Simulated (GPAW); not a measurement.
Worked example: self-consistent single point of Li3In (I4/mmm, 4 atoms in the cell) in GPAW.

Method of the run: LDA (Perdew-Wang 92), GPAW PAW datasets LDA (gpaw-data 1.0.1) (plane waves; GPAW).

The change in words: lattice scaled by 0.98. Reference geometry:
```
CELL_PARAMETERS angstrom
     -2.08073     2.08073     4.22808
      2.08073    -2.08073     4.22808
      2.08073     2.08073    -4.22808
ATOMIC_POSITIONS crystal
  Li 0.75000 0.25000 0.50000
  Li 0.25000 0.75000 0.50000
  Li 0.50000 0.50000 0.00000
  In 0.00000 0.00000 0.00000
```

Reference input (self-consistent single point, DFT LDA (Perdew-Wang 92), plane waves, GPAW PAW datasets LDA (gpaw-data 1.0.1)): mode = pw; ecut = 600 eV; xc = LDA; kpts = 11 11 11; mesh shift (steps) = 0 0 0; occupations.name = methfessel-paxton; occupations.width = 0.2 eV; occupations.order = 0; nbands = -12; convergence.density = 1e-05 e/electron; symmetry.symmorphic = false; symmetry.tolerance = 0.0005. This run's input differs from it in these lines:

```diff
@@ -5,8 +5,8 @@
 atoms = Atoms(['Li', 'Li', 'Li', 'In'],
-              cell=[[-2.080730, 2.080730, 4.228080],
-                    [2.080730, -2.080730, 4.228080],
-                    [2.080730, 2.080730, -4.228080]],
-              positions=[[0.000000, 2.080730, 2.114040],
-                         [2.080730, 0.000000, 2.114040],
-                         [0.000000, 0.000000, 4.228080],
+              cell=[[-2.039115, 2.039115, 4.143518],
+                    [2.039115, -2.039115, 4.143518],
+                    [2.039115, 2.039115, -4.143518]],
+              positions=[[0.000000, 2.039115, 2.071759],
+                         [2.039115, 0.000000, 2.071759],
+                         [0.000000, 0.000000, 4.143518],
                          [0.000000, 0.000000, 0.000000]],
```

Output (repeated stretches shortened):

```
     iter     time        total  log10-change:
                         energy   eigst   dens
iter:   1 --:--:--   -11.190439
iter:   2 --:--:--   -11.096540   -2.08  -1.24
iter:   3 --:--:--   -10.744636   -1.36  -1.27
iter:   4 --:--:--   -10.789637   -2.76  -1.66
iter:   5 --:--:--   -10.695837   -2.44  -1.72
iter:   6 --:--:--   -10.695263   -3.75  -2.62
iter:   7 --:--:--   -10.695807c  -4.41  -2.80
iter:   8 --:--:--   -10.695281c  -4.15  -2.69
iter:   9 --:--:--   -10.695262c  -5.82  -3.47
iter:  10 --:--:--   -10.695267c  -6.68  -3.41
iter:  11 --:--:--   -10.695274c  -5.79  -3.39
iter:  12 --:--:--   -10.695272c  -6.44  -4.02
iter:  13 --:--:--   -10.695272c  -7.61c -4.39
iter:  14 --:--:--   -10.695272c  -8.24c -4.41
iter:  15 --:--:--   -10.695273c  -8.54c -4.42
iter:  16 --:--:--   -10.695273c  -8.27c -4.44
iter:  17 --:--:--   -10.695272c  -8.58c -4.66
iter:  18 --:--:--   -10.695272c  -8.64c -4.90
iter:  19 --:--:--   -10.695272c -10.11c -5.20c
Converged after 19 iterations.

Dipole moment: (-0.000000, 0.000000, 0.000000) |e|*Ang

Energy contributions relative to reference atoms: (reference = -160433.116809)

Kinetic:        +16.098458
Potential:      -13.219692
External:        +0.000000
XC:             -13.711444
Entropy (-ST):   -0.029187
Local:           +0.151999
SIC:             +0.000000
--------------------------
Free energy:    -10.709866
Extrapolated:   -10.695272

Showing only first 2 kpts
 Kpt  Band  Eigenvalues  Occupancy
  0     6      3.35330    0.02759
  0     7      5.32601    0.00000
  0     8      5.32601    0.00000
  0     9      6.66726    0.00000

  1     6      3.46109    0.00302
  1     7      4.58226    0.00000
  1     8      4.93383    0.00000
  1     9      5.69480    0.00000

Fermi level: 3.04174

No gap
No difference between direct/indirect transitions
Energy (eV): -10.695272

Forces in eV/Ang:
  0 Li    0.00000    0.00000    0.00000
  1 Li    0.00000    0.00000    0.00000
  2 Li    0.00000    0.00000    0.00000
  3 In    0.00000    0.00000    0.00000

Stress tensor:
     0.002239     0.000000     0.000000
     0.000000     0.002239    -0.000000
     0.000000    -0.000000     0.002971
Stress (GPa, Voigt): [ 0.3587  0.3587  0.4759 -0.      0.      0.    ]
```

The run converged in 19 iterations. GPAW prints stress with tension positive. Against the reference run the free energy drops by 7.8 meV/atom and the pressure goes from -1.89 to -0.40 GPa.

The starting cell comes from a database of computed structures (which also holds hypothetical and non-ambient phases and stackings), without a prior relaxation at this level. For this run, on top of that: lattice scaled by 0.98.

Cost on one core of a shared machine: roughly 90 s.
